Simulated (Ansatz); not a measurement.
**AlZnInO₄ (model structure, started from the InGaZnO4 type, R3m, No. 160, 7 atoms in the cell)**

Calculation: PBE0 in Ansatz (PAW).

Settings: plane-wave cutoff 460 eV, 8×8×8 k mesh, Fermi–Dirac smearing 0.01 eV, scalar-relativistic PAW data made under PBE.

Cell (relaxed with PBEsol):

AlInZnO4 is taken in the trigonal space group R3m, hexagonal axes (No. 160), Pearson symbol hR7. Conventional cell: a = b = 3.2560 Å, c = 25.6164 Å, α = β = 90.00°, γ = 120.00°. In on 3a is coordinated by 6 O at 2.174–2.177 Å (octahedral). Al on 3a is surrounded by 5 O at 1.880–1.886 Å (trigonal bipyramidal). Zn on 3a is coordinated by 4 O at 1.962–1.979 Å and 1 O at 2.507 Å. O1 on 3a is coordinated by 1 Al at 1.886 Å and 3 Zn at 1.979 Å (tetrahedral). O2 on 3a has 3 Al at 1.880 Å and 1 Zn at 2.507 Å (no clear gap to further neighbours). O3 on 3a is surrounded by 1 Al at 1.880 Å and 3 In at 2.177 Å (tetrahedral). O4 on 3a sees 1 Zn at 1.962 Å and 3 In at 2.174 Å (tetrahedral). (Neighbours: up to the widest gap in distance over summed covalent radii, below 1.35, at either atom; cation-cation and far metal-metal contacts left out.)
(The calculation used a cell of 7 atoms; values per cell refer to that cell.)

For AlZnInO₄ (model structure, started from the InGaZnO4 type, R3m, No. 160, 7 atoms in the cell), the band gap is 4.33 eV (on the SCF k mesh) and the smallest direct gap on the k points sampled is 4.35 eV.

Note: the relaxation could raise the start's symmetry but not lower it, so the cell can be a saddle point; cell and atoms aren't relaxed at this level (largest force component 0.24 eV/Å, pressure -0.7 GPa).

Spin–orbit coupling is not included.

The computed numbers hold no vibrational or temperature effects.

Computing time: about 15 core-minutes (a rough figure).

A model structure was made by putting elements into a prototype or built by hand; it is no filed structure, need not be a known phase, and can be a saddle point held by its symmetry.

Ansatz is a first-principles code.
